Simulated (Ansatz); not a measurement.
# SiO2, carrier doping

Base system: SiO2 in the rutile structure (space group P4_2/mnm, No. 136).

```
CELL_PARAMETERS angstrom
      4.23617     0.00000     0.00000
      0.00000     4.23617     0.00000
      0.00000     0.00000     2.69043
ATOMIC_POSITIONS crystal
  Si 0.00000 0.00000 0.00000
  Si 0.50000 0.50000 0.50000
  O  0.30699 0.30699 0.00000
  O  0.80699 0.19301 0.50000
  O  0.19301 0.80699 0.50000
  O  0.69301 0.69301 0.00000
```

Carriers are added at fixed cell with a uniform background; the Fermi–Dirac width is that of 300 K.

Method: Ansatz (a quantum-chemistry and plane-wave program) PBE, no spin-orbit coupling.

Candidates:
(a) holes 5.0×10^21 cm⁻³
(b) electrons 2.0×10^22 cm⁻³
(c) holes 1.0×10^22 cm⁻³

Notes on the quantities. Fermi level from band edge: Fermi level relative to the doped band's edge (positive inside the band; to 0.05 eV).

**Question.** Order them by Fermi level from band edge, lowest first.

**Answer.** (a) holes 5.0×10^21 cm⁻³ (+0.60 eV), (c) holes 1.0×10^22 cm⁻³ (+0.85 eV), (b) electrons 2.0×10^22 cm⁻³ (+2.35 eV)

Carriers are added with a uniform compensating background; total energy and stress of such cells depend on the potential's zero and are not compared; many-body gap narrowing is missing at this level. No phonon test of stability was made.
